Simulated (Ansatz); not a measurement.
Abridged Ansatz (a first-principles code) output:

```
Relaxation: its limit of steps is 60 (relax.max_steps)
Pseudopotential: Si, paw, valence charge 4
Pseudopotential: C, paw, valence charge 4
Crystal: 12 atoms, lattice volume = 150.250 Å³
Basis set: ecut = 420 eV, 2945 PW (Γ), exchange–correlation on 72×72×72 points (8 copies of the dense FFT grid, shifted against one another)
Bands: 36, of which v1, the nominal top of the filled ones, is band 24 counted from 1 (23 counted from 0)
Symmetry: 48 space group operations
k-points: 10 of 125
Functional: x = pbesol(κ = 0.804, μ = 0.12345679012345678), c = pbesol(β = 0.046)
SCF iter   1: F=—  HF=-5209.110632 eV  |F-HF|=—  |Δ(HF+E_count)|=         —  Δρ=4.80e-3  dr2=3.81e-2  ethr=1.77e-3  ⟨swp⟩=6.9  Hψ=1922  notcnv=0  defer=10
SCF iter   2: F=—  HF=-5209.115533 eV  |F-HF|=—  |Δ(HF+E_count)|=   4.90e-3  Δρ=2.42e-3  dr2=1.28e-2  ethr=7.94e-5  ⟨swp⟩=2.6  Hψ=583  notcnv=0  defer=24
SCF 1 converged in 6 iterations: F = -5209.131187 eV  dr2 = 6.55e-8
relax step   1: F+E_penalty+E_count = -5209.13118731 eV  Δ(F+E_penalty+E_count) = +0.000e0 eV  max|allowed force component| = 2.005e-17 eV/Å  Δτ_max = 0.0000 Å  P = +1.489 GPa  Ω = 150.250 Å³  (6 SCF iters, dr2 threshold 1.00e-7 eV, accepted)
[... steps on the carried basis left out ...]
relax step   4: F+E_penalty+E_count = -5209.11406936 eV  Δ(F+E_penalty+E_count) = +1.650e-3 eV  max|allowed force component| = 4.622e-17 eV/Å  Δτ_max = 0.0000 Å  P = +2.986 GPa  Ω = 149.014 Å³  stress off target by 1.40e-2 GPa  SCF on the basis re-selected at this cell (its energy is not comparable with the rows above)  (6 SCF iters)
SCF converged after 6 iterations
Free energy (F): -5209.114069 eV
Internal energy: -5209.114069 eV  (E = F + TS)
E sigma→0 (E₀):  -5209.114069 eV
Fermi energy:    8.279894 eV
--- Forces (eV/Å), atoms counted from 1 ---
  atom   1  Si    -0.00000000    -0.00000000     0.00000000
  atom   2  Si    -0.00000000     0.00000000    -0.00000000
  atom   3  Si     0.00000000     0.00000000     0.00000000
[...]
  atom  11  C     -0.00000000     0.00000000     0.00000000
  atom  12  C      0.00000000    -0.00000000    -0.00000000
--- Stress (GPa, compression-positive) ---
        2.985970      -0.000000       0.000000
       -0.000000       2.985970       0.000000
        0.000000       0.000000       2.985970
  P = ⅓ Tr σ = 2.9860 GPa (29.860 kbar)
--- Relaxed structure (3 steps of the walk, 3 accepted, 1 SCFs on fresh bases) ---
  cell:  # Å, volume = 149.0144 Å³
    - [5.301629955097749, 9.228414316855504e-35, -8.024708101613482e-35]
    - [9.228414316855504e-35, 5.301629955097749, 8.024708101613484e-36]
    - [-7.222237291452134e-35, 8.024708101613484e-36, 5.301629955097749]
  atoms:
    - { symbol: Si, position: [0.25, -9.44990447705123e-36, 0.5] }
    - { symbol: Si, position: [0.5, 0.25, -5.9749812001322245e-37] }
    - { symbol: Si, position: [0.5, 0.7500000000000001, -4.3711704569388375e-36] }
    - { symbol: Si, position: [0.7500000000000001, -3.930908684297536e-37, 0.5] }
    - { symbol: Si, position: [1.3459431335034702e-35, 0.5, 0.7500000000000001] }
    - { symbol: Si, position: [-7.67313375174875e-36, 0.5, 0.25] }
    - { symbol: C, position: [0.25, 0.5, -5.8806393917090856e-36] }
    - { symbol: C, position: [2.779938621535204e-35, 0.25, 0.5] }
    - { symbol: C, position: [1.0440493465494207e-35, 0.7500000000000001, 0.5] }
    - { symbol: C, position: [0.7500000000000001, 0.5, 6.195112086452889e-36] }
    - { symbol: C, position: [0.5, 2.6022615490049563e-35, 0.7500000000000001] }
    - { symbol: C, position: [0.5, 2.1494208685738827e-35, 0.25] }
```

### Question
What was computed, and what are the main results?

### Answer
SiC, 12 atoms in the cell, with Ansatz, PBEsol, PAW, cutoff 420 eV, spin-orbit coupling left out, from a series relaxed to a target (pressure 3 GPa). The last SCF converged to F = -5209.114069 eV, or -434.0928 eV per atom, at a pressure of 2.99 GPa. The total energy compares only with runs of the same code, potentials and settings.

Load acts through the strain it causes; cell and atoms are relaxed under it. No phonon test of stability was made. The cell was made from SiC (space group Pm-3n, No. 223; a hypothetical phase, not in the database extracts checked) by this change: pressure 3 GPa.

Keys are those of Ansatz 0.2.
